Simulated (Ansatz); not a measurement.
Base system: BN (space group P6_3/mmc, No. 194; a = 2.5005 Å, c = 6.4117 Å; layered, stacked along the Cartesian z axis). Axes: x lies along a and z along c of the hexagonal cell.

All numbers come from Kohn–Sham DFT with the PBEsol-D3(BJ) functional, run in Ansatz (a program for electronic structure) with PAW and 420 eV plane waves, no SOC.

Strains are applied to the cell and any free atomic positions relax.

One change was made to it. Results:

The band gap increases by 0.023 eV, from 4.08 eV to 4.11 eV; the energy stays essentially unchanged; the smallest direct gap grows by 0.04 eV to 4.53 eV; the gap character remains indirect, k = (0.267, 1/3, 0) in the run's primitive reciprocal basis → M.

Problem. Name the change that was made.
A) uniaxial strain ε_zz = +2.40 %
B) uniaxial strain ε_zz = +1.20 %
C) uniaxial strain ε_zz = +3.00 %

Solution. B, uniaxial strain ε_zz = +1.20 %. For comparison, the smallest direct gap in the other runs: uniaxial strain ε_zz = +2.40 % gives 4.58 eV; uniaxial strain ε_zz = +3.00 % gives 4.59 eV.

Stability against distortions was not tested.
